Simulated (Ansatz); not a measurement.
The structure below was relaxed with r2SCAN (Ansatz, an electronic-structure program, PAW, scalar-relativistic without spin-orbit coupling), earlier PAW set.

```
Lu
1.0
    0.00000     2.44061     2.44061
    2.44061     0.00000     2.44061
    2.44061     2.44061     0.00000
Lu
1
Direct
  0.00000   0.00000   0.00000
```

### Question
Find the space group and the Wyckoff positions.

### Answer
Space group Fm-3m (No. 225); a = b = c = 4.8812 Å, α = β = γ = 90.00°

```
atom  site  symmetry       x       y       z
----  ----  --------  ------  ------  ------
Lu      4a      m-3m  0.0000  0.0000  0.0000
```

### Question
Describe the coordination.

### Answer
The crystal has 4 atoms in its conventional cell. Cell: a = b = c = 4.881 Å, α = β = γ = 90.00°. Lu sees 12 Lu at 3.452 Å (cuboctahedral). (Neighbours: up to the widest gap in distance over summed covalent radii, below 1.35, at either atom.)

No phonon test of stability was made. All final runs are without spin polarisation. The cell was made from Ce by this change: Ce → Lu; the result is a hypothetical phase, not in the database extracts checked.
